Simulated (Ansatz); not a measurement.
A relaxation of cell and atoms of SrGaSi (P-6m2, 3 atoms in the cell) with Ansatz (a quantum-chemistry and plane-wave program).

Computed with PBEsol, default PAW files made with PBE (plane waves; Ansatz).

The change in words: atoms on their sites; basis.ecutwfc: 420 eV → 630 eV; relax: default → cell and atoms. Reference geometry:
```yaml
crystal:
  lattice:
    - [4.19212, 0.00000, 0.00000]
    - [-2.09606, 3.63048, 0.00000]
    - [0.00000, 0.00000, 4.75003]
  atoms:
    - { symbol: Sr, position: [0.00000, 0.00000, 0.01053] }
    - { symbol: Ga, position: [0.33333, 0.66667, 0.50000] }
    - { symbol: Si, position: [0.66667, 0.33333, 0.50000] }
```

Reference input (self-consistent single point, DFT, PBEsol, plane waves, default PAW files made with PBE): basis.ecutwfc = 420 eV; kpoints.mp_grid.grid = 9 9 7; hamiltonian.xc = pbesol; hamiltonian.pseudopotentials = {kind: paw} (the program's default PAW files); scf.occupations.method = fermi_dirac; scf.occupations.width = 0.1 eV. This run's input differs from it in these lines:

Ansatz 0.2 input:
```diff
@@ -6,3 +6,3 @@
   atoms:
-    - { symbol: Sr, position: [0.000000, 0.000000, 0.010526] }
+    - { symbol: Sr, position: [0.000000, 0.000000, 0.000000] }
     - { symbol: Ga, position: [0.333333, 0.666667, 0.500000] }
@@ -10,3 +10,3 @@
 basis:
-  ecutwfc: 420.0
+  ecutwfc: 630.0
 kpoints:
@@ -18,2 +18,4 @@
   occupations: { method: fermi_dirac, width: 0.1 }
+relax:
+  cell: {}
 output:
```

Output, abridged:

```
   [... SCF lines of the steps left out ...]
relax step   1: F+E_penalty+E_count = -7858.43716570 eV  Δ(F+E_penalty+E_count) = +0.000e0 eV  max|allowed force component| = 8.943e-17 eV/Å  Δτ_max = 0.0000 Å  P = -1.824 GPa  Ω = 72.293 Å³  (8 SCF iters, dr2 threshold 1.00e-7 eV, accepted)
relax step   2: F+E_penalty+E_count = -7858.45407940 eV  Δ(F+E_penalty+E_count) = -1.691e-2 eV  max|allowed force component| = 6.168e-17 eV/Å  Δτ_max = 0.0000 Å  P = -0.270 GPa  Ω = 69.885 Å³  energy of the carried Pulay correction = +2.643e-5 eV  [...]
relax step   3: F+E_penalty+E_count = -7858.45436286 eV  Δ(F+E_penalty+E_count) = -2.835e-4 eV  max|allowed force component| = 1.696e-16 eV/Å  Δτ_max = 0.0000 Å  P = +0.001 GPa  Ω = 69.578 Å³  energy of the carried Pulay correction = +2.987e-5 eV  [...]
relax step   4: F+E_penalty+E_count = -7858.45433293 eV  Δ(F+E_penalty+E_count) = +2.993e-5 eV  max|allowed force component| = 2.159e-16 eV/Å  Δτ_max = 0.0000 Å  P = +0.001 GPa  Ω = 69.578 Å³  stress off target by 2.81e-2 GPa  SCF on the basis [...]
basis re-selected at this cell: Δ(F+E_penalty+E_count) = +2.993e-5 eV, ΔP = -0.000 GPa vs the last step
the relaxation is at rest under the 12 symmetry operations that the run kept from its start: a minimum is not shown …
Free energy (F): -7858.454333 eV
Internal energy: -7858.418558 eV  (E = F + TS)
E sigma→0 (E₀):  -7858.436445 eV
Entropy (-TS):   -0.035775 eV (-11.925 meV/atom)
Fermi energy:    8.796399 eV
--- Forces (eV/Å), atoms counted from 1 ---
  atom   1  Sr     0.00000000    -0.00000000    -0.00000000
   [... zero for the other atoms too ...]
   [... lines left out ...]
  cell:  # Å, volume = 69.5776 Å³
   [... lines left out ...]
    - [-2.081631494707529, 3.6054920848452356, -2.0859821960957936e-18]
    - [1.976428572616203e-33, -2.7292445846503618e-18, 4.635225293172988]
  atoms:
    - { symbol: Sr, position: [-1.8134099579739898e-34, 1.8861824643175561e-34, 3.3788052579968415e-35] }
    - { symbol: Ga, position: [0.33333333333333326, 0.6666666666666665, 0.49999999999999994] }
    - { symbol: Si, position: [0.6666666666666664, 0.33333333333333326, 0.49999999999999994] }
```

The run converged. 

Summary of the result:
- Free energy E − TS (on the zero of these files) = -7858.4543 eV
- Fermi level (on the code's own zero) = 8.80 eV
- Pressure = 0.00 GPa
- Final cell = a = 4.163 Å, b = 4.163 Å, c = 4.635 Å, α = 90.00°, β = 90.00°, γ = 120.00°
- Final volume per atom = 23.19 Å³
- Relaxation steps = 4

The starting cell comes from a database of computed structures (which also holds hypothetical and non-ambient phases and stackings), without a prior relaxation at this level. Its lattice was rescaled by up to half a per cent. The relaxation keeps the symmetry of its start, so its end need not be a minimum. Ansatz's pressure includes its estimate of the finite-basis (Pulay) stress.

Cost on one core of a shared machine: roughly 40 s.
